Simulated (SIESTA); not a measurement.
Band structure of Lu2MgGe2 (P4/mbm, 10 atoms in the cell).

```
CELL_PARAMETERS angstrom
      7.10267     0.00000     0.00000
      0.00000     7.10267     0.00000
      0.00000     0.00000     4.13220
ATOMIC_POSITIONS crystal
  Mg 0.00000 0.00000 0.00000
  Mg 0.50000 0.50000 0.00000
  Lu 0.32320 0.17680 0.50000
  Lu 0.67680 0.82320 0.50000
  Lu 0.82320 0.32320 0.50000
  Lu 0.17680 0.67680 0.50000
  Ge 0.62498 0.12498 0.00000
  Ge 0.37502 0.87502 0.00000
  Ge 0.87502 0.62498 0.00000
  Ge 0.12498 0.37502 0.00000
```

Level of theory: GGA PBEsol, numerical atomic orbitals TZP, PseudoDojo PBEsol standard norm-conserving potentials (rewritten from UPF to PSML) run with SIESTA.

Settings: XC.functional = GGA; XC.authors = PBEsol; potentials = PseudoDojo PBEsol standard; PAO.BasisSize = TZP; PAO.EnergyShift = 0.01 Ry; MeshCutoff = 350 Ry; kgrid.MonkhorstPack = 3 3 5 shifted by 0.5 0.5 0.5; OccupationFunction = MP; OccupationMPOrder = 0; ElectronicTemperature = 272 meV; MaxSCFIterations = 150; SCF.Mixer.Method = Pulay; SCF.Mixer.Weight = 0.25; SCF.Mixer.History = 8.

The starting cell comes from a database of computed structures (which also holds hypothetical and non-ambient phases and stackings), without a prior relaxation at this level. Spin-orbit coupling is off. Values carry the incompleteness of an atom-centred basis.

Levels in eV from the Fermi level, bands 85 to 90:
| point | 85 | 86 | 87 | 88 | 89 | 90 |
|---|---|---|---|---|---|---|
| Γ | -0.54 | -0.54 | -0.51 | 0.18 | 0.18 | 0.73 |
| X | -0.66 | -0.66 | -0.51 | -0.51 | -0.45 | -0.45 |
| M | -0.96 | -0.96 | -0.74 | -0.74 | -0.06 | -0.06 |
| Z | -2.50 | -0.99 | -0.65 | 0.50 | 0.98 | 0.98 |
| R | -1.37 | -1.37 | -1.27 | -1.27 | 1.07 | 1.07 |
| A | -2.05 | -2.05 | -1.22 | -1.22 | 0.92 | 0.92 |

Bands cross the Fermi level along this path, so the cell is metallic at this level.

Higher empty bands are left out: an atom-centred basis made for the valence describes them poorly.
